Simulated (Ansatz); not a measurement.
CuCl, pressure series

Consider CuCl in the wurtzite structure (space group P6_3mc, No. 186).

```
CELL_PARAMETERS angstrom
      3.71636     0.00000     0.00000
     -1.85818     3.21846     0.00000
      0.00000     0.00000     6.18401
ATOMIC_POSITIONS crystal
  Cu 0.66667 0.33333 0.87126
  Cu 0.33333 0.66667 0.37126
  Cl 0.66667 0.33333 0.50374
  Cl 0.33333 0.66667 0.00374
```

Cell and atoms are relaxed at each pressure.

Levels (all Ansatz, a quantum-chemistry and plane-wave program, PAW): PBEsol (420 eV, without spin-orbit coupling); HSE06 (420 eV, without spin-orbit coupling).

```tsv
pressure (GPa)	band gap, PBEsol (eV)	band gap, HSE06 (eV)
-2	0.52	2.45
-1	0.56	2.48
0	0.60	2.51
0.3	?	?
0.7	0.62	2.53
3	0.70	2.58
5	0.77	2.63
7.5	0.86	2.69
10	0.98	2.77
```

Q: Fit E_g = E₀ + αP + βP² to the rows shown and predict the withheld row.

A: Least squares on the printed values gives 

- PBEsol: E₀ = 0.59 eV, α = 33.6 meV/GPa, β = 0.45 meV/GPa² (largest residual 0.01 eV); this predicts 0.60 eV, and the run gives 0.61 eV, in agreement
- HSE06: E₀ = 2.51 eV, α = 24.7 meV/GPa, β = 0.12 meV/GPa² (largest residual 0.01 eV); this predicts 2.51 eV, and the run gives 2.52 eV, in agreement.

Single points use the geometry relaxed with PBEsol. Load acts through the strain it causes; cell and atoms are relaxed under it. Stability against distortions was not tested. Tetrahedral semiconductors of this kind turn to denser phases somewhere between about 1 and 50 GPa; those were not computed, so compressed cells here can lie past the real transition. No Hubbard U is applied. All final runs are without spin polarisation. This is not the structure that CuCl has at room temperature and ambient pressure.
